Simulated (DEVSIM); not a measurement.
System: abrupt Si n-p junction, at 400 K.

Layer 1 from the left is Si, thickness (μm) 10.0, Nd (cm⁻³) 4e16, τn (s) 1.5e-7, τp (s) 1.5e-7. Layer 2 from the left is Si, thickness (μm) 2.00, Na (cm⁻³) 3.1e16, τn (s) 1.5e-7, τp (s) 1.5e-7.

Left contact: ohmic. Right contact: ohmic. Voltage is applied to the left contact. Recombination: SRH at mid-gap, radiative, Auger. Mobility is μmin + (μ − μmin)/(1 + (N/Nref)^α).

This is a model device: material constants are rounded textbook-type values typed into the input, and sizes, dopings and lifetimes were drawn at random. Values at 300 K; Nc and Nv go as T^1.5, mobilities as T to minus their exponent, the gap by Varshni's rule with the affinity fixed.

Si: gap (eV) 1.124, affinity (eV) 4.05, permittivity 11.7, Nc (cm⁻³) 2.86e19, Nv (cm⁻³) 3.1e19, μn (cm²/Vs) 1417, μp (cm²/Vs) 470, μn,min 52, μp,min 45, Nref,n 9.7e16, Nref,p 2.2e17, αn 0.68, αp 0.72, T exponent of μn 2.3, T exponent of μp 2.2, B (cm³/s) 4.7e-15, Cn (cm⁶/s) 2.8e-31, Cp (cm⁶/s) 9.9e-32, Varshni α (eV/K) 0.000473, Varshni β (K) 636.

DEVSIM, 1D drift-diffusion, Boltzmann statistics, complete ionisation; no tunnelling, impact ionisation, image-force lowering or self-heating.

**Question.** What does the simulation give for the potential step across the device at zero bias, the dark forward voltage at 1 A/cm²?

**Answer.** potential step across the device at zero bias 0.602 V; dark forward voltage at 1 A/cm² 0.380 V.
